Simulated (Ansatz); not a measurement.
Start from PbSe in the rock salt structure (space group Fm-3m, No. 225; a = 6.1778 Å). Axes: x, y, z lie along the cube axes.

Level of theory: Ansatz (a quantum-chemistry and plane-wave program), r2SCAN, PAW, cutoff 500 eV, scalar-relativistic without spin-orbit coupling.

Strains are applied to the cell and any free atomic positions relax; under biaxial strain the out-of-plane vector relaxes too.

One change was made to it. Results:

The band gap increases by 0.063 eV, from 0.66 eV to 0.73 eV; the pressure (mean of the normal stresses, compression positive) goes from zero to -1.07 GPa; the energy grows by 3.8 meV/atom.

### Question
What was done to the base?
A) tensor shear ε_yz = +0.95 %
B) biaxial strain −3.89 %, plane normal [111], relaxed out of plane
C) biaxial strain +1.26 %, plane normal [001], relaxed out of plane
D) isotropic strain +0.29 %

### Answer
C, biaxial strain +1.26 %, plane normal [001], relaxed out of plane. For comparison, the energy relative to the base in the other runs: tensor shear ε_yz = +0.95 % gives +0.6 meV/atom; isotropic strain +0.29 % gives +0.4 meV/atom; biaxial strain −3.89 %, plane normal [111], relaxed out of plane gives +22 meV/atom.

The mesh was chosen for an insulator and is coarse for the gapless case. Spin-orbit coupling, missing from the scalar runs, can matter with Pb. Whether these cells are dynamically stable was not tested. The final runs are not spin-polarised. A zero or small gap of PbSe under biaxial strain −3.89 %, plane normal [111], relaxed out of plane can be the functional's error rather than a property of the material.
